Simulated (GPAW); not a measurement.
Worked example: self-consistent single point of SrMg14Cd (P-6m2, 16 atoms in the cell) in GPAW.

Computed with LDA (Perdew-Wang 92), GPAW PAW datasets LDA (gpaw-data 1.0.1) (plane waves; GPAW).

The change in words: lattice scaled by 1.015. Reference geometry:
```yaml
crystal:
  lattice:
    - [6.40493, 0.00000, 0.00000]
    - [-3.20247, 5.54683, 0.00000]
    - [0.00000, 0.00000, 10.33567]
  atoms:
    - { symbol: Sr, position: [0.00000, 0.00000, 0.00000] }
    - { symbol: Mg, position: [0.01169, 0.50584, 0.00000] }
    - { symbol: Mg, position: [0.49416, 0.98831, 0.00000] }
    - { symbol: Mg, position: [0.49416, 0.50584, 0.00000] }
    - { symbol: Mg, position: [0.99715, 0.49857, 0.50000] }
    - { symbol: Mg, position: [0.50143, 0.00285, 0.50000] }
    - { symbol: Mg, position: [0.50143, 0.49857, 0.50000] }
    - { symbol: Mg, position: [0.17042, 0.82958, 0.26263] }
    - { symbol: Mg, position: [0.65916, 0.82958, 0.73737] }
    - { symbol: Mg, position: [0.17042, 0.34084, 0.26263] }
    - { symbol: Mg, position: [0.17042, 0.82958, 0.73737] }
    - { symbol: Mg, position: [0.65916, 0.82958, 0.26263] }
    - { symbol: Mg, position: [0.17042, 0.34084, 0.73737] }
    - { symbol: Mg, position: [0.66667, 0.33333, 0.24456] }
    - { symbol: Mg, position: [0.66667, 0.33333, 0.75544] }
    - { symbol: Cd, position: [0.00000, 0.00000, 0.50000] }
```

Reference input (self-consistent single point, DFT LDA (Perdew-Wang 92), plane waves, GPAW PAW datasets LDA (gpaw-data 1.0.1)): mode = pw; ecut = 800 eV; xc = LDA; kpts = 3 3 2; mesh shift (steps) = 0 0 0; occupations.name = methfessel-paxton; occupations.width = 0.2 eV; occupations.order = 0; nbands = -22; convergence.forces = 0.001 eV/Å; symmetry.symmorphic = false; symmetry.tolerance = 0.0005. This run's input differs from it in these lines:

```diff
@@ -5,21 +5,21 @@
 atoms = Atoms(['Sr', 'Mg', 'Mg', 'Mg', 'Mg', 'Mg', 'Mg', 'Mg', 'Mg', 'Mg', 'Mg', 'Mg', 'Mg', 'Mg', 'Mg', 'Cd'],
-              cell=[[6.404932, 0.000000, 0.000000],
-                    [-3.202466, 5.546833, 0.000000],
-                    [0.000000, 0.000000, 10.335673]],
+              cell=[[6.501006, 0.000000, 0.000000],
+                    [-3.250503, 5.630035, 0.000000],
+                    [0.000000, 0.000000, 10.490708]],
               positions=[[0.000000, 0.000000, 0.000000],
-                         [-1.545078, 2.805838, 0.000000],
-                         [-0.000000, 5.481991, 0.000000],
-                         [1.545078, 2.805838, 0.000000],
-                         [4.790008, 2.765512, 5.167836],
-                         [3.202466, 0.015808, 5.167836],
-                         [1.614924, 2.765512, 5.167836],
-                         [-1.565173, 4.601542, 2.714458],
-                         [1.565173, 4.601542, 7.621215],
-                         [0.000000, 1.890583, 2.714458],
-                         [-1.565173, 4.601542, 7.621215],
-                         [1.565173, 4.601542, 2.714458],
-                         [0.000000, 1.890583, 7.621215],
-                         [3.202469, 1.848942, 2.527692],
-                         [3.202469, 1.848942, 7.807981],
-                         [0.000000, 0.000000, 5.167836]],
+                         [-1.568254, 2.847925, 0.000000],
+                         [0.000000, 5.564220, 0.000000],
+                         [1.568254, 2.847925, 0.000000],
+                         [4.861859, 2.806995, 5.245354],
+                         [3.250503, 0.016046, 5.245354],
+                         [1.639147, 2.806995, 5.245354],
+                         [-1.588651, 4.670564, 2.755175],
+                         [1.588651, 4.670564, 7.735533],
+                         [0.000000, 1.918941, 2.755175],
+                         [-1.588651, 4.670564, 7.735533],
+                         [1.588651, 4.670564, 2.755175],
+                         [0.000000, 1.918941, 7.735533],
+                         [3.250506, 1.876676, 2.565608],
+                         [3.250506, 1.876676, 7.925100],
+                         [0.000000, 0.000000, 5.245354]],
               pbc=True)
```

The program printed (abridged):

```
     iter     time        total  log10-change:
                         energy   eigst   dens  force
iter:   1 --:--:--   -29.892614
iter:   2 --:--:--   -29.784465   -0.53  -1.51
iter:   3 --:--:--   -29.616010   -1.56  -1.56
iter:   4 --:--:--   -29.529086   -2.38  -1.62
iter:   5 --:--:--   -29.599058   -2.02  -1.69
iter:   6 --:--:--   -29.567386c  -3.26  -2.14
iter:   7 --:--:--   -29.407031   -2.97  -2.22
iter:   8 --:--:--   -29.406081   -4.41  -2.82
iter:   9 --:--:--   -29.400610c  -4.68  -2.86
iter:  10 --:--:--   -29.398718c  -4.91  -3.18
iter:  11 --:--:--   -29.398464c  -5.89  -3.38
iter:  12 --:--:--   -29.397863c  -5.41  -3.44
iter:  13 --:--:--   -29.397888c  -5.93  -3.88
iter:  14 --:--:--   -29.397885c  -7.37  -4.09c
iter:  15 --:--:--   -29.397875c  -7.35  -4.17c
iter:  16 --:--:--   -29.397870c  -7.50c -4.21c
iter:  17 --:--:--   -29.397870c  -7.84c -4.39c -2.93
iter:  18 --:--:--   -29.397871c  -8.01c -4.43c -2.82
iter:  19 --:--:--   -29.397872c  -7.56c -4.50c -2.49
iter:  20 --:--:--   -29.397873c  -8.97c -5.25c -3.93c
Converged after 20 iterations.

Dipole moment: (-13.819449, 7.978637, -0.000000) |e|*Ang

Energy contributions relative to reference atoms: (reference = -314413.921950)

Kinetic:        -28.119988
Potential:      +48.799188
External:        +0.000000
XC:             -48.691172
Entropy (-ST):   -0.251519
Local:           -1.260141
SIC:             +0.000000
--------------------------
Free energy:    -29.523632
Extrapolated:   -29.397873

Showing only first 2 kpts
 Kpt  Band  Eigenvalues  Occupancy
  0    79      2.86786    2.00000
  0    80      2.88457    2.00000
  0    81      2.88458    2.00000
  0    82      2.99842    2.00000

  1    79      2.73096    2.00000
  1    80      2.73098    2.00000
  1    81      3.92131    0.07265
  1    82      3.92131    0.07264

Fermi level: 3.66745

No gap
   [... lines left out ...]
 10 Mg   -0.09841    0.05681   -0.05763
 11 Mg    0.09841    0.05681    0.05763
 12 Mg    0.00000   -0.11363   -0.05763
 13 Mg   -0.00000    0.00000   -0.02625
 14 Mg   -0.00000    0.00000    0.02625
 15 Cd   -0.00000    0.00000    0.00000

Stress tensor:
     0.008121     0.000000     0.000000
     0.000000     0.008121     0.000000
     0.000000     0.000000     0.012161
Stress (GPa, Voigt): [1.3011 1.3011 1.9483 0.     0.     0.    ]
```

The run converged in 20 iterations. GPAW prints stress with tension positive. Against the reference run the free energy goes up by 5.3 meV/atom, the pressure goes from -0.03 to -1.52 GPa and the largest force goes from 0.159 to 0.140 eV/Å.

The starting cell comes from a database of computed structures (which also holds hypothetical and non-ambient phases and stackings), without a prior relaxation at this level. Its lattice was rescaled by a random factor within 2.5 % of one. For this run, on top of that: lattice scaled by 1.015.

Cost on one core of a shared machine: roughly 9 min.
